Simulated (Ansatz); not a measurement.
Consider SiC (space group P6_3mc, No. 186; a = 3.079 Å, c = 15.108 Å). Axes: x lies along a and z along c of the hexagonal cell.

Level of theory: Kohn–Sham DFT with the r2SCAN functional, run in Ansatz (a program for electronic structure) with PAW and 500 eV plane waves, spin-orbit coupling left out, earlier PAW set.

Before the change:

| Property | Result |
|---|---|
| Shortest interatomic distance | 1.884 Å |

The change: uniaxial strain ε_zz = −5.02 %, all other strain components held at zero; the atoms relax in the strained cell.

Problem. Predict the new energy relative to the base, stress, largest internal atomic displacement and shortest interatomic distance.

Solution. The energy goes up by 50 meV/atom; the stress (xx, yy, zz, yz, xz, xy; compression positive) amounts to (3.59, 3.59, 31.94, 0.00, 0.00, 0.00) GPa; the largest internal atomic displacement comes out as 0.017 Å; the shortest interatomic distance falls by 0.059 Å to 1.825 Å.

Stability against distortions was not tested.
